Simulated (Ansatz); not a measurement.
CdS, response to strain

The reference is CdS in the zinc blende structure (space group F-43m, No. 216; a = 5.8777 Å). Axes: x, y, z lie along the cube axes.

Strains are applied to the cell and any free atomic positions relax; under stress the whole cell relaxes.

Calculations: DFT with r2SCAN, PAW potentials and a 500 eV plane-wave cutoff in Ansatz (a program for electronic structure), no SOC.

Candidates:
(a) uniaxial strain ε_zz = +1.82 %
(b) uniaxial strain ε_yy = −3.82 %
(c) uniaxial stress, 2 GPa tension along z

Before the change:

```
Property    Value
--------  -------
Band gap  1.54 eV
```

Question: Order them by band gap, highest first.

Answer: (b) uniaxial strain ε_yy = −3.82 % (1.56 eV), (a) uniaxial strain ε_zz = +1.82 % (1.48 eV), (c) uniaxial stress, 2 GPa tension along z (1.41 eV)

Stability under load was not tested beyond the relaxation.
